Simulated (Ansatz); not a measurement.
What tensor shear ε_xy = +0.86 % does to Ir

Consider Ir in the fcc (Cu type) structure (space group Fm-3m, No. 225; a = 3.831 Å; relaxed with 0.1 eV smearing). Axes: x, y, z lie along the cube axes.

It is then changed as follows: tensor shear ε_xy = +0.86 % (engineering shear γ = 0.0172), atoms relaxed at fixed cell.

Calculations: plane-wave PAW DFT at the PBEsol level (Ansatz, a first-principles code, 420 eV), without spin-orbit coupling. Γ-centred 29×29×29 mesh, Fermi–Dirac width 0.1 eV.

Space group: Immm (No. 71) (base Fm-3m (No. 225))
Shortest interatomic distance: 2.686 Å (base 2.709 Å)
Energy relative to the base (free energy F): +3.7 meV/atom
Band gap: zero (base zero)
Stress (xx, yy, zz, yz, xz, xy; compression positive): (0.2, 0.2, 0.0, 0.0, 0.0, -4.9) GPa

Final structure:

```
Ir
1.0
    0.01647     1.91555     1.91555
    1.91555     0.01647     1.91555
    1.93202     1.93202     0.00000
Ir
1
Direct
  0.00000   0.00000   0.00000
```

The cells carry an imposed strain or load. Stability against distortions was not tested. The final runs are not spin-polarised.
